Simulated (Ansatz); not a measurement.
**Effect of isotropic strain +4.28 % on BaTiO3**

The parent structure is BaTiO3 in the cubic perovskite structure (space group Pm-3m, No. 221; a = 4.019 Å).

One thing is altered: the cell is scaled by 1.0428 in all directions; the atoms relax in the strained cell.

Method: PBE (Ansatz, a program for electronic structure; PAW; 420 eV plane waves; no spin-orbit coupling), earlier PAW set. Γ-centred 8×8×8 mesh, Fermi–Dirac width 0.05 eV.

```json
[
 {"quantity": "volume per atom", "base": "12.99 Å³", "changed": "14.73 Å³", "shift": "+1.74 Å³"},
 {"quantity": "energy relative to the base (free energy F)", "base": "0 meV/atom", "changed": "+94 meV/atom", "shift": "+94 meV/atom"},
 {"quantity": "pressure", "base": "0.00 GPa", "changed": "-15.40 GPa", "shift": "-15.40 GPa"},
 {"quantity": "band gap", "base": "1.79 eV", "changed": "1.51 eV", "shift": "-0.273 eV"},
 {"quantity": "gap character", "base": "indirect, R → Γ", "changed": "indirect, R → Γ", "shift": "–"},
 {"quantity": "smallest direct gap", "base": "1.90 eV", "changed": "1.73 eV", "shift": "-0.175 eV"},
 {"quantity": "width of the top valence band", "base": "0.95 eV", "changed": "0.85 eV", "shift": "-0.10 eV"}
]
```

Final structure:

```
CELL_PARAMETERS angstrom
      4.19150     0.00000     0.00000
      0.00000     4.19150     0.00000
      0.00000     0.00000     4.19150
ATOMIC_POSITIONS crystal
  Ba 0.00000 0.00000 0.00000
  Ti 0.50000 0.50000 0.50000
  O  0.00000 0.50000 0.50000
  O  0.50000 0.50000 0.00000
  O  0.50000 0.00000 0.50000
```

Cost of the whole job for the changed cell (relaxation, final SCF and bands): about 30 core-seconds (a rough figure).

Whether these cells are dynamically stable was not tested. All final runs are without spin polarisation. Many cubic perovskites are stable only at high temperature; tilts and polar distortions were not tested. This is not the structure that BaTiO3 has at room temperature and ambient pressure.
